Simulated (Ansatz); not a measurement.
An Ansatz (a first-principles code) run: ZnF2; plane-wave PAW DFT at the PBE level (Ansatz, 420 eV), no spin-orbit coupling.

Input:

Ansatz 0.2 input:
```yaml
crystal:
  lattice:
    - [4.8011387822, 0, 0]
    - [0, 4.8011387822, 0]
    - [0, 0, 3.1749044401]
  atoms:
    - { symbol: Zn, position: [0, 0, 0] }
    - { symbol: Zn, position: [0.5, 0.5, 0.5] }
    - { symbol: F, position: [0.3043980731, 0.3043980731, 0] }
    - { symbol: F, position: [0.8043980731, 0.1956019269, 0.5] }
    - { symbol: F, position: [0.1956019269, 0.8043980731, 0.5] }
    - { symbol: F, position: [0.6956019269, 0.6956019269, 0] }
basis: { ecutwfc: 420, ecutrho_ratio: 4, xc_grid: 2, fft_grid_basis: typed }
kpoints: { mp_grid: { grid: [7, 7, 10] } }
hamiltonian:
  xc: pbe
  dispersion: none
  pseudopotentials: { kind: paw }
scf: { occupations: { method: fermi_dirac, width: 0.05 }, convergence: { dr2_threshold: 0.0000000006 } }
output: { forces: true, stress: true }
checkpoint: { write: state.ck, write_every: 1000 }
```

Output:

```
WARN ansatz: RAYON_NUM_THREADS=1 ignored (pool sized by the plan → 1); use --threads N
Pseudopotentials: kind: paw
Pseudopotential: Zn, paw, valence charge 12
Pseudopotential: F, paw, valence charge 7
Functional definition: PBE
Crystal: 6 atoms, lattice volume = 73.185 Å³
Basis set: ecut = 420 eV, 1431 PW (Γ), exchange–correlation on 72×72×48 points (8 copies of the dense FFT grid, shifted against one another)
Bands: 32, of which v1, the nominal top of the filled ones, is band 26 counted from 1 (25 counted from 0)
Symmetry: 16 space group operations
Space group: P42/mnm (ITA 136), of the structure as read, at distance tolerance 4.2e-5 Å
k-points: 60 of 490
Initial density: superposition of atomic densities (neutral atoms: chi_scale 0, normalization atom), corrected by the library's trained network
Initial wavefunctions: pseudopotential atomic-orbital guess
Eigensolver: davidson
Functional: x = pbe(κ = 0.804, μ = 0.2195149727645171), c = pbe(β = 0.06672455060314922)
SCF iter   1: F=—  HF=-9874.194410 eV  |F-HF|=—  |Δ(HF+E_count)|=         —  Δρ=8.59e-4  dr2=1.52e-4  ethr=1.77e-3  ⟨swp⟩=5.7  Hψ=7968  notcnv=0
all-band conjugate gradients solve this SCF's bands
preconditioner: auto → Resta (q_TF=auto, 2.577 Å⁻¹)
SCF iter   2: F=—  HF=-9874.195578 eV  |F-HF|=—  |Δ(HF+E_count)|=   1.17e-3  Δρ=4.60e-4  dr2=5.39e-5  ethr=2.93e-7  ⟨swp⟩=2.7  Hψ=4391  notcnv=0  defer=12
SCF iter   3: F=—  HF=-9874.195533 eV  |F-HF|=—  |Δ(HF+E_count)|=   4.46e-5  Δρ=2.44e-4  dr2=1.15e-5  ethr=1.04e-7  ⟨swp⟩=2.2  Hψ=3039  notcnv=0  defer=12
SCF iter   4: F=—  HF=-9874.195611 eV  |F-HF|=—  |Δ(HF+E_count)|=   7.81e-5  Δρ=5.80e-5  dr2=1.74e-6  ethr=2.22e-8  ⟨swp⟩=2.0  Hψ=3373  notcnv=0  defer=12
SCF iter   5: F=—  HF=-9874.195612 eV  |F-HF|=—  |Δ(HF+E_count)|=   1.21e-6  Δρ=3.86e-5  dr2=5.59e-7  ethr=3.35e-9  ⟨swp⟩=2.0  Hψ=3373  notcnv=0  defer=12
SCF iter   6: F=—  HF=-9874.195612 eV  |F-HF|=—  |Δ(HF+E_count)|=   2.16e-7  Δρ=9.75e-6  dr2=5.26e-8  ethr=1.08e-9  ⟨swp⟩=2.0  Hψ=3133  notcnv=0  defer=12
SCF iter   7: F=—  HF=-9874.195612 eV  |F-HF|=—  |Δ(HF+E_count)|=   9.77e-8  Δρ=1.54e-6  dr2=1.51e-9  ethr=1.01e-10  ⟨swp⟩=2.0  Hψ=3081  notcnv=0  defer=12
SCF iter   8: F=-9874.195612 eV  HF=-9874.195612 eV  |F-HF|=6.18e-11  |Δ(HF+E_count)|=   2.77e-9  Δρ=3.02e-7  dr2=6.27e-11  ethr=1.15e-12  ⟨swp⟩=4.0  Hψ=6636  notcnv=0
SCF 1 converged in 8 iterations: F = -9874.195612 eV  dr2 = 6.27e-11
SCF converged after 8 iterations
Free energy (F): -9874.195612 eV
Harris-Foulkes:  -9874.195612 eV  (|F-HF|=6.18e-11)
Internal energy: -9874.195612 eV  (E = F + TS)
E sigma→0 (E₀):  -9874.195612 eV
Fermi energy:    4.767232 eV
--- Per-component energies (eV) ---
  E_band       = -131.387280
  E_kinetic    = 1085.066681
  E_local      = -5884.210528  (includes V_loc(G=0)·N_el)
  E_nonlocal   = 1543.275594
  E_hartree    = 2360.766310
  E_xc         = -587.793969
  E_vxc        = -505.790385  (∫ρ·V_xc dr)
  E_paw        = -4477.397333  (= ΣΔE_a)
  E_vpaw       = -1091.268660  (= ΣTr[D̂ρ^β])
  E_aug_tail   = 0.007372  (compensation charges beyond the density's cutoff)
  E_ewald      = -3913.909740
  E_smearing   = -0.000000  (= −TS)
  E_closure    = -0.000000  (closes the sum)
  Σ components = -9874.195612   (vs F -9874.195612, Δ=0.00e0)
  [band-id]    e_kinetic+e_local+e_nonlocal+2·e_hartree+e_vxc+e_vpaw+e_augmentation_tail = -131.387306   (vs E_band -131.387280, Δ=-2.57e-5)
--- Forces (eV/Å), atoms counted from 1 ---
  atom   1  Zn     0.00000000    -0.00000000     0.00000000
  atom   2  Zn     0.00000000     0.00000000     0.00000000
  atom   3  F     -0.00004507    -0.00004507     0.00000000
  atom   4  F     -0.00004507     0.00004507     0.00000000
  atom   5  F      0.00004507    -0.00004507     0.00000000
  atom   6  F      0.00004507     0.00004507     0.00000000
  max |Σ_I F_I| component: 0.00e0 eV/Å
--- Stress (GPa, compression-positive) ---
        0.002518       0.000000       0.000000
        0.000000       0.002518       0.000000
        0.000000       0.000000      -0.000259
  P = ⅓ Tr σ = 0.0016 GPa (0.016 kbar)
  The stress holds the Pulay correction. Without it, at fixed plane waves, as pw.x and ABINIT print it: P = -0.7947 GPa
  The stress includes an estimate of the error left by incomplete SCF convergence (largest component 0.0001 GPa).
--- Band table ---
  band table: none
```

No phonon test of stability was made. The cell is ZnF2 in the rutile structure (space group P4_2/mnm, No. 136).
